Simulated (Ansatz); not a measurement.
**2 layers of blue-P, started at parallel, no shift (facing atoms over hollows or bridges; blue-P a predicted or substrate-bound sheet, here free)**

Values marked by level come from PBE+D3(BJ) (plane waves to 420 eV, PAW; Ansatz, an electronic-structure program); HSE06 (plane waves to 420 eV, PAW; Ansatz). Geometries and values that name no level are of the first. Scalar-relativistic, without spin–orbit coupling; PBE gaps are too small against experiment. Its k-point mesh 12×12×1, Fermi–Dirac width 0.01 eV. HSE06 ran on meshes of its own (9×9×1); its edges and gaps are taken over the mesh and over extra points off it, mostly where PBE has its edges. A dipole correction is on.

The gap between facing atomic planes comes out as 3.10 Å and the step of the vacuum level across the stack (top less bottom) is 0.00 eV. The interaction energy of the frozen layers is -19.8 meV/Å². The interaction energy without the D3 term at this geometry is +6.8 meV/Å². The PBE gap over the mesh and listed points off it is 0.89 eV, indirect (lowest direct gap 1.70 eV), the valence and conduction edges under the vacuum level of the lower face is 5.48 and 4.58 eV and the HSE06 gap at the same geometry is 1.56 eV.

```xyz
4
Lattice="3.2539 0.0000 0.0000 -1.6269 2.8179 0.0000 0.0000 0.0000 23.8300" Properties=species:S:1:pos:R:3 pbc="T T T"
P      0.0000     1.8786     9.1189
P      1.6269     0.9393    10.3642
P      0.0000     1.8786    13.4658
P      1.6269     0.9393    14.7111
```
